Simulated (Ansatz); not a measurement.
Levels about the gap of amorphous Hf18O36Ta (55 atoms in a cell of 721 Å³, 9.14 g/cm³; zone centre alone, so wide bands show as single levels with stretches between that a denser mesh fills), at the geometry that PBE relaxed, where it gives 0.1 GPa on a denser mesh. The participation number counts the atoms over which a state spreads; weights are charges in smoothed Voronoi cells. The levels come from a single point, so bond lengths are those of that geometry. Method of the levels: PBE, scalar-relativistic without spin-orbit coupling (Ansatz, a quantum-chemistry and plane-wave program). Sampling: the zone centre alone; Fermi-Dirac width 0.02 eV; collinear spin, started from a total moment of 1 μB (at the end a net moment of 1.0 μB). The usual formal charges leave 5 electrons over, so the level spacing at the Fermi energy parts defect or band states and needn't be the band gap. In the spin-polarised cell the level spacing at the Fermi energy can part levels of unlike spin.

A CHGNet melt-quench gave the starting glass, which DFT then relaxed. O atoms were pushed apart under 1.9 Å during the dynamics, to hinder bonds among them. The hot cell started wider than the set density and was brought back towards it in steps. It is the lowest in DFT energy of 2 quenches. It is a model cell: composition and starting density were chosen by hand, and all elements were melted together. No dispersion term was used. Its density started from a set value of 9.26 and ended at 9.14 g/cm³. Cooling (nominally 300 K/ps over its main leg) ran many orders faster than in experiment, which tends to leave more defects and strain. A cell of this size samples the disorder only roughly. The volume was free in the relaxation, at fixed shape. Stress components on the final sampling reach 2.2 GPa. On a 2×2×2 Γ-centred mesh force components of up to 0.23 eV/Å stay, since the relaxation ran on the zone centre alone.

```json
[
 {"E - E(highest filled), eV": "-3.26", "filling": "filled", "spin": "up", "participation number": "5.0", "largest on": "O, 3 neighbours", "weight O": "0.95", "weight Hf": "0.04", "weight Ta": "0.01"},
 {"E - E(highest filled), eV": "-3.26", "filling": "filled", "spin": "dn", "participation number": "4.9", "largest on": "O, 3 neighbours", "weight O": "0.95", "weight Hf": "0.04", "weight Ta": "0.01"},
 {"E - E(highest filled), eV": "-0.97", "filling": "filled", "spin": "up", "participation number": "6.7", "largest on": "Ta, 7 neighbours", "weight O": "0.33", "weight Hf": "0.37", "weight Ta": "0.29"},
 {"E - E(highest filled), eV": "-0.77", "filling": "filled", "spin": "dn", "participation number": "7.5", "largest on": "Ta, 7 neighbours", "weight O": "0.34", "weight Hf": "0.39", "weight Ta": "0.26"},
 {"E - E(highest filled), eV": "-0.67", "filling": "filled", "spin": "up", "participation number": "10.3", "largest on": "Ta, 7 neighbours", "weight O": "0.39", "weight Hf": "0.37", "weight Ta": "0.24"},
 {"E - E(highest filled), eV": "-0.59", "filling": "filled", "spin": "dn", "participation number": "10.7", "largest on": "Ta, 7 neighbours", "weight O": "0.38", "weight Hf": "0.39", "weight Ta": "0.23"},
 {"E - E(highest filled), eV": "0.00", "filling": "filled", "spin": "up", "participation number": "6.1", "largest on": "Ta, 7 neighbours", "weight O": "0.34", "weight Hf": "0.29", "weight Ta": "0.36"},
 {"E - E(highest filled), eV": "0.57", "filling": "empty", "spin": "dn", "participation number": "13.2", "largest on": "Ta, 7 neighbours", "weight O": "0.34", "weight Hf": "0.45", "weight Ta": "0.21"},
 {"E - E(highest filled), eV": "0.65", "filling": "empty", "spin": "up", "participation number": "23.6", "largest on": "Ta, 7 neighbours", "weight O": "0.40", "weight Hf": "0.50", "weight Ta": "0.10"},
 {"E - E(highest filled), eV": "0.69", "filling": "empty", "spin": "dn", "participation number": "22.6", "largest on": "Hf, 6 neighbours", "weight O": "0.40", "weight Hf": "0.52", "weight Ta": "0.08"},
 {"E - E(highest filled), eV": "0.86", "filling": "empty", "spin": "up", "participation number": "19.6", "largest on": "Hf, 7 neighbours", "weight O": "0.36", "weight Hf": "0.60", "weight Ta": "0.03"},
 {"E - E(highest filled), eV": "0.89", "filling": "empty", "spin": "up", "participation number": "15.8", "largest on": "Ta, 7 neighbours", "weight O": "0.38", "weight Hf": "0.42", "weight Ta": "0.20"},
 {"E - E(highest filled), eV": "0.91", "filling": "empty", "spin": "dn", "participation number": "21.8", "largest on": "Hf, 7 neighbours", "weight O": "0.36", "weight Hf": "0.59", "weight Ta": "0.05"},
 {"E - E(highest filled), eV": "0.96", "filling": "empty", "spin": "dn", "participation number": "21.9", "largest on": "Ta, 7 neighbours", "weight O": "0.38", "weight Hf": "0.50", "weight Ta": "0.12"}
]
```

Most localised among these is the filled level at -3.26 eV, on a O atom, which has 3 neighbours (Hf 2.09 Å, Hf 2.21 Å, Hf 2.28 Å).
